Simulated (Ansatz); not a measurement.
Start from ZnO (space group P4_2/mnm, No. 136; a = 5.516 Å, c = 3.240 Å; a cell from a computed database, its experimental status unchecked).

Levels (all Ansatz, a quantum-chemistry and plane-wave program, PAW): PBEsol (420 eV, no spin-orbit coupling); HSE06 (420 eV, scalar-relativistic without spin-orbit coupling).

Its gap is 0.70 eV with PBEsol and 2.53 eV with HSE06.

The change: a hydrostatic pressure of 5 GPa.

With PBEsol the gap becomes 0.77 eV.

Task: If the HSE06 correction stayed the same, what would the HSE06 gap be, and what does the HSE06 run give?

Result: A rigid correction of +1.83 eV gives 2.60 eV. The HSE06 run gives 2.62 eV, so the two effects roughly add.

Single points use the geometry relaxed with PBEsol. Load acts through the strain it causes; cell and atoms are relaxed under it. Stability against distortions was not tested. Competing high-pressure phases were not computed. This is not the structure that ZnO has at room temperature and ambient pressure.
